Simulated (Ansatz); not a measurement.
Input and output of a relaxation of cell and atoms for PtSe₂ (P-3m1, 3 atoms in the cell) (Ansatz, an electronic-structure program).

Method of the run: PBE (plane waves, PAW; Ansatz).

```yaml
crystal:
  lattice:
    - [1.81875, -3.15016, 0.00000]
    - [1.81875, 3.15016, 0.00000]
    - [0.00000, 0.00000, 4.95402]
  atoms:
    - { symbol: Pt, position: [0.00000, 0.00000, 0.00000] }
    - { symbol: Se, position: [0.33333, 0.66667, 0.25500] }
    - { symbol: Se, position: [0.66667, 0.33333, 0.74500] }
```

Reference input (self-consistent single point, DFT, PBE, plane waves, default PAW files): kpoints.mp_grid.grid = 8 8 5; hamiltonian.xc = pbe; hamiltonian.pseudopotentials = {kind: paw} (the program's default PAW files); scf.occupations.method = fermi_dirac; scf.occupations.width = 0.02 eV. This run's input differs from it in these lines:

```diff
@@ -17,2 +17,4 @@
   occupations: { method: fermi_dirac, width: 0.02 }
+relax:
+  cell: {}
 output:
```

The program printed (abridged):

```
   [... SCF lines of the steps left out ...]
relax step   1: F+E_penalty+E_count = -23461.99750161 eV  Δ(F+E_penalty+E_count) = +0.000e0 eV  max|allowed force component| = 1.218e0 eV/Å  Δτ_max = 0.0000 Å  P = +16.969 GPa  Ω = 56.767 Å³  (6 SCF iters, dr2 threshold 1.00e-7 eV, accepted)
relax step   2: F+E_penalty+E_count = -23462.31277806 eV  Δ(F+E_penalty+E_count) = -3.153e-1 eV  max|allowed force component| = 3.232e-1 eV/Å  Δτ_max = 0.0056 Å  P = -1.803 GPa  Ω = 64.245 Å³  energy of the carried Pulay correction = -1.586e-3 eV  [...]
   [... lines left out ...]
relax step  18: F+E_penalty+E_count = -23462.36964063 eV  Δ(F+E_penalty+E_count) = +3.153e-5 eV  max|allowed force component| = 4.971e-4 eV/Å  Δτ_max = 0.0019 Å  P = +0.003 GPa  Ω = 79.654 Å³  energy of the carried Pulay correction = -7.260e-4 eV  [...]
relax step  19: F+E_penalty+E_count = -23462.37024933 eV  Δ(F+E_penalty+E_count) = -6.087e-4 eV  max|allowed force component| = 3.288e-4 eV/Å  Δτ_max = 0.0000 Å  P = -0.008 GPa  Ω = 79.654 Å³  stress off target by 1.11e-2 GPa  SCF on the basis [...]
basis re-selected at this cell: Δ(F+E_penalty+E_count) = -6.087e-4 eV, ΔP = -0.011 GPa vs the last step
the relaxation is at rest under the 12 symmetry operations that the run kept from its start: a minimum is not shown …
Free energy (F): -23462.370249 eV
Internal energy: -23462.370249 eV  (E = F + TS)
E sigma→0 (E₀):  -23462.370249 eV
Fermi energy:    8.643341 eV
--- Forces (eV/Å), atoms counted from 1 ---
  atom   1  Pt     0.00000000     0.00000000     0.00000000
  atom   2  Se     0.00000000    -0.00000000     0.00032875
   [... lines left out ...]
  cell:  # Å, volume = 79.6543 Å³
   [... lines left out ...]
    - [1.8756114392893972, 3.248654308106625, 8.176018262237403e-17]
    - [2.227033372165727e-16, -1.4546264708682938e-34, 6.536317190297823]
  atoms:
    - { symbol: Pt, position: [-3.79284692169966e-34, -1.056891437286767e-33, -3.501650935275152e-19] }
    - { symbol: Se, position: [0.3333333333333332, 0.6666666666666665, 0.19994440297560148] }
    - { symbol: Se, position: [0.6666666666666667, 0.33333333333333326, 0.8000555970243984] }
```

The run converged. 

Summary of the result:
- Free energy E − TS (on the zero of these files): -23462.3702 eV
- Top of the valence band (on the code's own zero): 8.20 eV
- Gap on the k-point mesh: 0.89 eV
- Pressure: -0.01 GPa
- Final cell: a = b = 3.7512 Å, c = 6.5363 Å, α = β = 90.00°, γ = 120.00°
- Final volume per atom: 26.55 Å³
- Relaxation steps: 19

The starting cell has typed, rounded lattice constants, without a prior relaxation at this level. Its lattice was rescaled by a random factor within 2.5 % of one. Spin-orbit coupling is off. The relaxation keeps the symmetry of its start, so its end need not be a minimum. Ansatz's pressure includes its estimate of the finite-basis (Pulay) stress. One axis grew by 32 %: without a dispersion term the functional hardly binds the layers.

Cost on one core of a shared machine: roughly 60 s.

Keys are those of Ansatz 0.2.
